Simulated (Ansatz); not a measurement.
Given:

End structure of Br on the (100) surface of germanium (p(2x2) alternately buckled dimers; a constructed slab, bottom: dihydride, held), one in a cell of 66 Å², started at the site 'bridge Ge-Ge (span 2.4 Å)':

```yaml
crystal:
  lattice:
    - [8.14587, 0.00000, 0.00000]
    - [0.00000, 8.14587, 0.00000]
    - [0.00000, 0.00000, 30.50000]
  atoms:
    - { symbol: Ge, position: [0.25000, 0.00000, 0.34812] }
    - { symbol: Ge, position: [0.75000, 0.00000, 0.34812] }
    - { symbol: Ge, position: [0.25000, 0.50000, 0.34812] }
    - { symbol: Ge, position: [0.75000, 0.50000, 0.34812] }
    - { symbol: Ge, position: [0.25000, 0.25000, 0.39534] }
    - { symbol: Ge, position: [0.75000, 0.25000, 0.39534] }
    - { symbol: Ge, position: [0.25000, 0.75000, 0.39534] }
    - { symbol: Ge, position: [0.75000, 0.75000, 0.39534] }
    - { symbol: Ge, position: [0.99798, 0.25025, 0.44210] }
    - { symbol: Ge, position: [0.50202, 0.24975, 0.44210] }
    - { symbol: Ge, position: [0.99798, 0.74975, 0.44210] }
    - { symbol: Ge, position: [0.50202, 0.75025, 0.44210] }
    - { symbol: Ge, position: [0.99146, 0.00000, 0.48903] }
    - { symbol: Ge, position: [0.50156, 0.00000, 0.48925] }
    - { symbol: Ge, position: [0.99844, 0.50000, 0.48925] }
    - { symbol: Ge, position: [0.50854, 0.50000, 0.48903] }
    - { symbol: Ge, position: [0.24606, 0.00000, 0.53329] }
    - { symbol: Ge, position: [0.74703, 0.00000, 0.53918] }
    - { symbol: Ge, position: [0.25445, 0.50000, 0.53381] }
    - { symbol: Ge, position: [0.75343, 0.50000, 0.53879] }
    - { symbol: Ge, position: [0.25223, 0.24856, 0.57963] }
    - { symbol: Ge, position: [0.74615, 0.25105, 0.58713] }
    - { symbol: Ge, position: [0.25223, 0.75144, 0.57963] }
    - { symbol: Ge, position: [0.74615, 0.74895, 0.58713] }
    - { symbol: Ge, position: [0.00726, 0.24724, 0.63108] }
    - { symbol: Ge, position: [0.48873, 0.25926, 0.63233] }
    - { symbol: Ge, position: [0.00726, 0.75276, 0.63108] }
    - { symbol: Ge, position: [0.48873, 0.74074, 0.63233] }
    - { symbol: Ge, position: [0.11286, 0.00000, 0.67054] }
    - { symbol: Ge, position: [0.42664, 0.00000, 0.67282] }
    - { symbol: Ge, position: [0.13816, 0.50000, 0.65744] }
    - { symbol: Ge, position: [0.43401, 0.50000, 0.68377] }
    - { symbol: H, position: [0.39806, 0.00000, 0.31517] }
    - { symbol: H, position: [0.10194, 0.00000, 0.31517] }
    - { symbol: H, position: [0.89806, 0.00000, 0.31517] }
    - { symbol: H, position: [0.60194, 0.00000, 0.31517] }
    - { symbol: H, position: [0.39806, 0.50000, 0.31517] }
    - { symbol: H, position: [0.10194, 0.50000, 0.31517] }
    - { symbol: H, position: [0.89806, 0.50000, 0.31517] }
    - { symbol: H, position: [0.60194, 0.50000, 0.31517] }
    - { symbol: Br, position: [0.00227, 0.00000, 0.74270] }
```

Slab: 41 atoms, 11.3 Å thick at the start with caps and adatoms under the adsorbate (thin: gaps and levels are the slab's own); k 3x3x1, smearing 0.01 eV, dipole-corrected; single point; on the structure that PBE left under its start's symmetry; spin-polarised, ending with about 1.0 μB a cell; orders that need a larger cell were not tried, no spin-orbit, no U, no dispersion correction. The program's check for a lower electronic state was not made. At the end it is bonded to Ge. In PBE this state lies 0.09 eV over the lowest of the starts that converged ('hollow Ge-Ge-Ge-Ge over Ge at depth 3.2 Å').

A negative adsorption energy means that the adsorbate is more stable on the surface than in its reference.

Task: Predict the adsorption energy against ½ Br2(g) at the same level from r2SCAN, at the PBE geometry and the start's symmetry (Ansatz, a first-principles code).

Result: -1.74 eV

Task: Predict the change of the step from the bottom to the top vacuum level, against the clean slab from r2SCAN, at the PBE geometry and the start's symmetry.

Result: 0.66 eV
